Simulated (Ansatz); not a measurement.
**GaI₃ (P2₁/c, No. 14)**

Computed with r²SCAN-D4 (Ansatz, a program for electronic structure, PAW).

Settings: plane-wave cutoff 500 eV, 4×6×4 k mesh (along the axes of the cell as run), gaussian smearing 0.02 eV, scalar-relativistic PAW data made under PBE.

Cell (relaxed at this level):

Space group P2₁/c (No. 14); a = 9.6533 Å, b = 6.0913 Å, c = 11.9060 Å, α = γ = 90.00°, β = 107.74°

| atom | site | symmetry | x | y | z |
|---|---|---|---|---|---|
| Ga | 4e | 1 | 0.1962 | 0.0023 | 0.0484 |
| I | 4e | 1 | 0.6684 | 0.2537 | 0.2885 |
| I | 4e | 1 | 0.3288 | 0.2473 | 0.4508 |
| I | 4e | 1 | 0.0010 | 0.7286 | 0.3816 |

For GaI₃ (P2₁/c, No. 14), the band gap comes out as 2.54 eV (on the SCF k mesh).

Spin–orbit coupling is not included; with these elements it can move the gap by several tenths of an eV or more.

Computed values are for the static lattice.
